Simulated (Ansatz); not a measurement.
**Short convergence ladders for TiB2Mo (Amm2, 4 atoms in the cell)**

```yaml
crystal:
  lattice:
    - [3.06714, 0.00000, 0.00000]
    - [0.00000, 1.58076, 4.20052]
    - [0.00000, -1.58076, 4.20052]
  atoms:
    - { symbol: Ti, position: [0.00000, 0.15325, 0.15325] }
    - { symbol: B, position: [0.50000, 0.55875, 0.55875] }
    - { symbol: B, position: [0.00000, 0.43994, 0.43994] }
    - { symbol: Mo, position: [0.50000, 0.85402, 0.85402] }
```

Base method: PBEsol, default PAW files made with PBE (plane waves; Ansatz, an electronic-structure program).

Base settings: basis.ecutwfc = 420 eV; kpoints.mp_grid.grid = 9 9 9; hamiltonian.xc = pbesol; hamiltonian.pseudopotentials = {kind: paw} (the program's default PAW files); scf.occupations.method = gaussian; scf.occupations.width = 0.1 eV.

The count of work is k-points × plane waves × bands × iterations; it is no time. Core times come from one kind of shared machine, to one figure; runs under 30 s give none.

**The cutoff for other potential files**

Level: DFT, PBEsol, plane waves, harder PAW files (source: ansatz) made with PBE.

In this ladder: hamiltonian.pseudopotentials = {kind: paw, source: ansatz}.

The second cell is the first with its lattice scaled by 0.98.

The mesh stays at the base's, so the ladder's end is converged at best in this setting alone.

The first pressure column holds Ansatz's estimate of the finite-basis (Pulay) stress, which hides part of the cutoff error; the other is without it.

Only quantities that move along the ladder and can be compared are tabulated.

```tsv
basis.ecutwfc	free energy less the last step's (meV/atom)	energy of the compressed cell less the first (meV/atom)	pressure (GPa)	pressure without the Pulay estimate (GPa)	largest difference of a force vector from the last step's (eV/Å)	count of work / last
335 eV	800.22	21.87	-2.96	-63.28	0.208	0.099
405 eV	176.94	23.68	-2.35	-18.99	0.041	0.14
520 eV	11.74	23.68	-2.60	-4.02	0.004	0.21
630 eV	1.21	23.86	-2.53	-2.66	0.001	0.28
740 eV	0.44	23.87	-2.53	-2.54	0.000	0.35
890 eV	0.30	23.86	-2.53	-2.53	0.000	0.47
1110 eV	0.14	23.85	-2.53	-2.54	0.000	0.66
1480 eV	0.00	23.84	-2.53	-2.54	0.000	1.0
```

Coarsest basis.ecutwfc that holds the free energy within 1 meV/atom of the last step, with all finer ones: 740 eV, at 0.35 of the last step's count of work; the step before is off by 1.2 meV/atom.

Coarsest basis.ecutwfc that holds the energy of the compressed cell less the first within 0.5 meV/atom of the last step, with all finer ones: 405 eV, at 0.14 of the last step's count of work; the step before is off by 2.0 meV/atom.

Coarsest basis.ecutwfc that holds the pressure without the Pulay estimate within 0.5 GPa of the last step, with all finer ones: 630 eV, at 0.28 of the last step's count of work; the step before is off by 1.5 GPa.

The energy difference between the two cells stays within 1 meV/atom of the last step's from 405 eV on, the total only from 740 eV on: much of the error is common to both cells and cancels.

At the lowest cutoff the pressure without the Pulay estimate lies 60.7 GPa under the last step's, the usual sign of Pulay stress in an incomplete plane-wave basis.

**The relaxed cell against the cutoff**

On TiB2Mo (Amm2, 4 atoms in the cell): atoms on their sites.

In this ladder: relax = cell and atoms.

The mesh stays at the base's, so the ladder's end is converged at best in this setting alone.

Only quantities that move along the ladder and can be compared are tabulated.

| basis.ecutwfc | relaxed volume (Å³/atom) | relaxation steps | core time / last (rough) |
|---|---|---|---|
| 210 eV | 10.225 | 28 | 1 |
| 250 eV | 10.134 | 18 | 0.9 |
| 295 eV | 10.117 | 12 | 0.7 |
| 355 eV | 10.094 | 7 | 0.5 |
| 420 eV | 10.094 | 5 | 0.4 |
| 505 eV | 10.093 | 5 | 0.5 |
| 630 eV | 10.093 | 5 | 0.8 |
| 840 eV | 10.093 | 5 | 1 |

Coarsest basis.ecutwfc that holds the relaxed volume within 0.05 Å³/atom of the last step, with all finer ones: 250 eV; the step before is off by 0.13 Å³/atom.

At the lowest cutoff the cell relaxes to a volume 1.3 % larger than at the highest. Ansatz relaxes on a stress corrected for the finite basis.

On the base run: the starting cell comes from a database of computed structures (which also holds hypothetical and non-ambient phases and stackings), without a prior relaxation at this level. Its lattice was rescaled by up to half a per cent. One atom was moved a little off its site on purpose. Spin polarisation is off.

Keys are those of Ansatz 0.2.
